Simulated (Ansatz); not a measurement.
**Response to strain in LiF**

The parent structure is LiF in the rock salt structure (space group Fm-3m, No. 225).

```cif
data_F4Li4
_chemical_formula_sum 'Li4 F4'
_space_group_name_H-M_alt 'Fm-3m'
_space_group_IT_number 225
_space_group_name_Hall '-F 4 2 3'
_cell_length_a 4.00785
_cell_length_b 4.00785
_cell_length_c 4.00785
_cell_angle_alpha 90.000
_cell_angle_beta 90.000
_cell_angle_gamma 90.000
loop_
_atom_site_label
_atom_site_type_symbol
_atom_site_symmetry_multiplicity
_atom_site_Wyckoff_symbol
_atom_site_fract_x
_atom_site_fract_y
_atom_site_fract_z
_atom_site_occupancy
Li1 Li 4 a 0.00000 0.00000 0.00000 1
F1 F 4 b 0.50000 0.50000 0.50000 1
```
(The calculation used a cell of 2 atoms; values per cell refer to that cell.)

Strains are applied to the cell and any free atomic positions relax.

The values are results of PBEsol (Ansatz, an electronic-structure program, PAW, scalar-relativistic without spin-orbit coupling), not measurements.

```csv
variant,band gap,volume per atom,pressure
base,9.05 eV,8.05 Å³,-0.01 GPa
isotropic strain −2.50 %,9.76 eV,7.46 Å³,6.41 GPa
isotropic strain −1.00 %,9.32 eV,7.81 Å³,2.31 GPa
isotropic strain −0.50 %,9.18 eV,7.93 Å³,1.11 GPa
isotropic strain +0.50 %,8.92 eV,8.17 Å³,-1.05 GPa
isotropic strain +1.00 %,8.79 eV,8.29 Å³,-2.03 GPa
isotropic strain +1.50 %,8.66 eV,8.41 Å³,-2.94 GPa
isotropic strain +2.00 %,8.54 eV,8.54 Å³,-3.79 GPa
isotropic strain +2.50 %,8.42 eV,8.67 Å³,-4.59 GPa
isotropic strain +3.00 %,8.30 eV,8.79 Å³,-5.32 GPa
```

Stability against distortions was not tested.
